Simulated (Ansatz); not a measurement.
Model glasses of amorphous InGaZnO4, 63 to 70 atoms (In9Ga9Zn9O36 before any change). Each row is one cell at a composition chosen by hand, melted whole on the CHGNet potential with the anions pushed apart under 1.9 Å, quenched within some picoseconds, far faster than a real film, and relaxed with PBE, scalar-relativistic without spin-orbit coupling (plane waves to 420 eV, PAW; Ansatz, a program for electronic structure). Each is the lowest in DFT energy of 2 to 4 quenches. Cycles of charging and discharging were tried on the cells ahead of these points, and a cell that came back lower was taken. The column on the box says what of it was relaxed with the atoms; held means as the quench left it. Cells that kept moments or hold spare charge are left out, and those that charging annealed.

From the neutral cell one electron is taken away, or one added, and the atoms relax (PBE, the zone centre alone, moment held at 1 μB, uniform background; no image-charge correction, which leaves W too low where the charge is localised). W = E(+1) + E(−1) − 2 E(0) is the cost of moving an electron from one such cell to another; the spacing parts the highest filled and lowest empty level of the neutral cell, which ran without spin polarisation.

Formal charges balance in every cell (each cation at its usual highest valence, Cu and Ag at +1, Sb at +3, H at +1, O at −2, N at −3, F and Cl at −1). R− and R+ are the energies that the atoms' relaxation gave back after the electron was added or removed.

| cell | change | box | spacing (eV) | R− (eV) | R+ (eV) | spacing − R− − R+ (eV) | W (eV) |
|---|---|---|---|---|---|---|---|
| In9Ga9Zn9O37Ag2 | +2 Ag, +1 O | shape | 0.58 | 0.02 | 0.17 | 0.39 | 0.58 |
| In9Ga9Zn9O38Si | +2 O, +1 Si | held | 0.71 | 0.01 | 0.15 | 0.55 | 0.66 |
| In9Ga9Zn9O39Lu2 | +2 Lu, +3 O | shape | 0.80 | 0.02 | 0.17 | 0.61 | 0.70 |
| In9Ga9Zn9O39Y2 | +3 O, +2 Y | volume and shape | 0.81 | 0.01 | 0.11 | 0.69 | 0.79 |
| In9Ga9Zn9O38Ge | +1 Ge, +2 O | shape | 0.86 | 0.01 | 0.08 | 0.77 | 0.84 |
| In9Ga9Zn9O37Ca | +1 Ca, +1 O | volume and shape | 0.96 | 0.01 | 0.10 | 0.85 | withheld |
| In9Ga9Zn9O36 | none | held | 0.98 | 0.01 | 0.06 | 0.91 | 0.96 |
| In9Ga9Zn9O41Ta2 | +5 O, +2 Ta | held | 1.07 | 0.01 | 0.07 | 0.99 | 1.08 |

Question: Fit a straight line of the last column on the one before it through the 7 full rows, and predict the withheld value for In9Ga9Zn9O37Ca.

Answer: Means: x = 0.701, y = 0.801. Slope = Σ(Δx Δy) / Σ(Δx²) = 0.2159 / 0.2599 = 0.831; intercept = 0.801 − (0.831) × 0.701 = 0.218 eV; r.m.s. residual 0.025 eV. Prediction: 0.218 + (0.831) × 0.85 = 0.92 eV. The run gave 0.92 eV, a miss of 0.00 eV, within the residual.

Question: What would a slope of 1 with no intercept mean?

Answer: That adding and removing an electron at fixed atoms costs just the level spacing, as it does for levels spread over a large cell, so that W follows by bookkeeping. The fit has 0.831 and 0.218 eV; a departure holds the carrier's repulsion on its site, which raises W, and the uncorrected background, which lowers it.
